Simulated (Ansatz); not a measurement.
Consider Mg in the hcp (Mg type) structure (space group P6_3/mmc, No. 194; a = 3.175 Å, c = 5.163 Å; relaxed with 0.1 eV smearing).

Level of theory: PBEsol, PAW, 420 eV (Ansatz, a quantum-chemistry and plane-wave program; no SOC).

For the base:

| Item | Value |
|---|---|
| Pressure | 0.0 GPa |
| Band gap | zero |

One thing is altered: the cell is scaled by 0.9700 in all directions; the atoms relax in the strained cell.

Question: Predict the new pressure, energy relative to the base and band gap.

Answer: The pressure (mean of the normal stresses, compression positive) goes from zero to 4.1 GPa; the energy goes up by 23 meV/atom; the band gap stays zero.

No phonon test of stability was made.
